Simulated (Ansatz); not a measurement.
**Response to strain in KBr**

Take KBr in the rock salt structure (space group Fm-3m, No. 225; a = 6.549 Å) as the base. Axes: x, y, z lie along the cube axes.

Strains are applied to the cell and any free atomic positions relax; under biaxial strain the out-of-plane vector relaxes too.

Computed with plane-wave PAW DFT at the PBEsol level (Ansatz, a program for electronic structure, 420 eV), spin-orbit coupling left out.

Candidates:
(a) biaxial strain −0.42 %, plane normal [111], relaxed out of plane
(b) biaxial strain +0.83 %, plane normal [111], relaxed out of plane
(c) biaxial strain −0.83 %, plane normal [111], relaxed out of plane

Problem. Order them by out-of-plane strain, highest first.

Solution. (c) biaxial strain −0.83 %, plane normal [111], relaxed out of plane (+0.94 %), (a) biaxial strain −0.42 %, plane normal [111], relaxed out of plane (+0.50 %), (b) biaxial strain +0.83 %, plane normal [111], relaxed out of plane (-0.87 %)

Stability against distortions was not tested.
